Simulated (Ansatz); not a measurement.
Start from ScBi in the rock salt structure (space group Fm-3m, No. 225; a cell from a computed database, its experimental status unchecked; relaxed with 0.1 eV smearing).

```yaml
crystal:
  lattice:
    - [0.00000, 2.96993, 2.96993]
    - [2.96993, 0.00000, 2.96993]
    - [2.96993, 2.96993, 0.00000]
  atoms:
    - { symbol: Sc, position: [0.50000, 0.50000, 0.50000] }
    - { symbol: Bi, position: [0.00000, 0.00000, 0.00000] }
```

Cartesian axes are those of the cell as printed.

Calculations: Kohn–Sham DFT with the PBEsol functional, run in Ansatz (a first-principles code) with PAW and 420 eV plane waves, scalar-relativistic without spin-orbit coupling.

It is then changed as follows: an isotropic linear strain of +2.22 %, atoms relaxed at fixed cell.

Problem. Predict the stress tensor and what it implies for the stiffness.

Solution. Stress of the strained cell less that of the base (GPa, compression positive):
```
   -3.7     0.0     0.0
    0.0    -3.7     0.0
    0.0     0.0    -3.7
```

Then B = −ΔP/(ΔV/V₀) with ΔV/V₀ = 0.0681 gives secant stiffness values (nonlinear terms included at this strain): B ≈ 54 GPa.

As a check, the harmonic strain energy −½ V₀ Δσ:ε is 20 meV/atom; the computed energy rise is 22 meV/atom.

Stability against distortions was not tested. All final runs are without spin polarisation.
